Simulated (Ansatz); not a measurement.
**PdSb2, response to strain**

Take PdSb2 (space group Pa-3, No. 205; a = 6.464 Å) as the base. Axes: x, y, z lie along the cube axes.

Strains are applied to the cell and any free atomic positions relax; under stress the whole cell relaxes.

Method: PBEsol (Ansatz, a program for electronic structure, PAW, no SOC).

Notes on the quantities. energy relative to the base: free energy F.

| variant | shortest interatomic distance | pressure | energy relative to the base | space group |
|---|---|---|---|---|
| base | 2.676 Å | 0.0 GPa | 0 meV/atom | Pa-3 (No. 205) |
| isotropic strain −4.91 % | 2.542 Å | 22.6 GPa | +192 meV/atom | Pa-3 (No. 205) |
| uniaxial strain ε_yy = +4.99 % | … | -4.3 GPa | … | Pbca (No. 61) |
| tensor shear ε_xy = +0.34 % | 2.672 Å | 0.0 GPa | +0.1 meV/atom | P2_1/c (No. 14) |
| uniaxial stress, 1 GPa compression along x | 2.671 Å | – | +0.6 meV/atom | Pbca (No. 61) |

### Question
Complete the table.

### Answer

- uniaxial strain ε_yy = +4.99 %, shortest interatomic distance: 2.710 Å
- uniaxial strain ε_yy = +4.99 %, energy relative to the base: +28 meV/atom

Without a gap, meshes like the base's 6×6×6 leave anisotropic stresses uncertain by several tenths of a GPa, and small strain energies with them. Stability under load was not tested beyond the relaxation. All final runs are without spin polarisation.
